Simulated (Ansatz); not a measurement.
Reference: CsPbCl₃ (Pm-3m), PBEsol with spin-orbit coupling, rigid bands (plane waves, PAW; Ansatz, a quantum-chemistry and plane-wave program); axes and stresses refer to this cell.

```
CsPbCl3
1.0
    5.61822     0.00000     0.00000
    0.00000     5.61822     0.00000
    0.00000     0.00000     5.61822
Cs Pb Cl
1 1 3
Direct
  0.00000   0.00000   0.00000
  0.50000   0.50000   0.50000
  0.00000   0.50000   0.50000
  0.50000   0.00000   0.50000
  0.50000   0.50000   0.00000
```

Seebeck coefficient, p-type 1e19 cm⁻³: 89 μV/K
electron conductivity mass: 0.164 mₑ
Seebeck coefficient, n-type 1e19 cm⁻³: -97 μV/K

| Change | Seebeck coefficient, p-type 1e19 cm⁻³ | electron conductivity mass | Seebeck coefficient, n-type 1e19 cm⁻³ |
|---|---|---|---|
| uniaxial stress along [110] of -1 GPa (compression positive) | 94 μV/K | ___ | -102 μV/K |
| uniaxial stress along [110] of -2 GPa (compression positive) | 101 μV/K | 0.190 mₑ | -109 μV/K |
| uniaxial stress along [110] of 1 GPa (compression positive) | 86 μV/K | 0.158 mₑ | ___ |
| uniaxial stress along [110] of 2 GPa (compression positive) | 84 μV/K | ___ | -94 μV/K |
| uniaxial stress along [111] of -1 GPa (compression positive) | 95 μV/K | ___ | -103 μV/K |
| uniaxial stress along [111] of 1 GPa (compression positive) | 86 μV/K | 0.159 mₑ | -95 μV/K |

Question: Complete the blanks.

Answer: 
- uniaxial stress along [110] of -1 GPa (compression positive), electron conductivity mass: 0.176 mₑ
- uniaxial stress along [110] of 1 GPa (compression positive), Seebeck coefficient, n-type 1e19 cm⁻³: -95 μV/K
- uniaxial stress along [110] of 2 GPa (compression positive), electron conductivity mass: 0.156 mₑ
- uniaxial stress along [111] of -1 GPa (compression positive), electron conductivity mass: 0.177 mₑ

Masses are for dilute carriers at 300 K, harmonic means over directions unless an axis is named. Seebeck coefficients are for the stated density at 300 K, with one relaxation time for all states and whether or not that doping can be reached. Stresses and pressures are the targets of the relaxation.  The structure type is held under load, also where the real crystal would transform.

CsPbCl3 (Pm-3m): a high-temperature phase held by its symmetry.
